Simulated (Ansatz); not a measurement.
The structure below was relaxed with plane-wave PAW DFT at the PBEsol level (Ansatz, a quantum-chemistry and plane-wave program, 420 eV), no spin-orbit coupling, earlier PAW set.

```yaml
crystal:
  lattice:
    - [2.66812, 0.00000, 0.00000]
    - [0.00000, 2.66812, 0.00000]
    - [0.00000, 0.00000, 2.66812]
  atoms:
    - { symbol: Ge, position: [0.00000, 0.00000, 0.00000] }
```

Find the space group and the Wyckoff positions.

Space group Pm-3m (No. 221); a = 2.668 Å, b = 2.668 Å, c = 2.668 Å, α = 90.00°, β = 90.00°, γ = 90.00°

```json
[
 {"atom": "Ge", "site": "1a", "symmetry": "m-3m", "x": "0.0000", "y": "0.0000", "z": "0.0000"}
]
```

Describe the coordination.

The crystal has 1 atoms in its conventional cell. Conventional cell: a = 2.6681 Å, b = 2.6681 Å, c = 2.6681 Å, α = 90.00°, β = 90.00°, γ = 90.00°. Ge has 6 Ge at 2.668 Å (octahedral). (Neighbours: up to the widest gap in distance over summed covalent radii, below 1.35, at either atom.)

No phonon test of stability was made. The cell was made from Se by this change: Se → Ge; the result is a hypothetical phase, not in the database extracts checked. No dispersion term is included in the PBEsol runs.
